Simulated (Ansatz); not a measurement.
# What biaxial strain −1.00 %, plane normal [001], relaxed out of plane does to Nb2BS

The reference is Nb$_{2}$BS (space group P6_3/mmc, No. 194; a = 3.361 Å, c = 11.628 Å; a cell from a computed database, its experimental status unchecked). Axes: x lies along a and z along c of the hexagonal cell.

The change: compressive biaxial strain of 1.00 % in the plane normal to [001], as in epitaxy on a mismatched substrate; the out-of-plane cell vector and the atoms relax.

Calculations: PBE in Ansatz (plane waves to 420 eV, PAW, scalar-relativistic without spin-orbit coupling). Settings: 16×16×4 k-points, 0.05 eV Fermi–Dirac smearing.

The volume per atom falls by 0.16 Å³ (14.22 Å³ → 14.06 Å³) and the space group stays P6_3/mmc (No. 194). The shortest interatomic distance falls by 0.009 Å, from 2.268 Å to 2.259 Å and the pressure (mean of the normal stresses, compression positive) goes from zero to 2.1 GPa. The band gap remains zero and the out-of-plane strain amounts to +0.85 % (rough). The mean in-plane stress (compression positive) comes out as +3.1 GPa (rough).

Without a gap, meshes like the base's 16×16×4 leave anisotropic stresses uncertain by several tenths of a GPa, and small strain energies with them. Whether these cells are dynamically stable was not tested. All final runs are without spin polarisation.

Ansatz is a first-principles code.
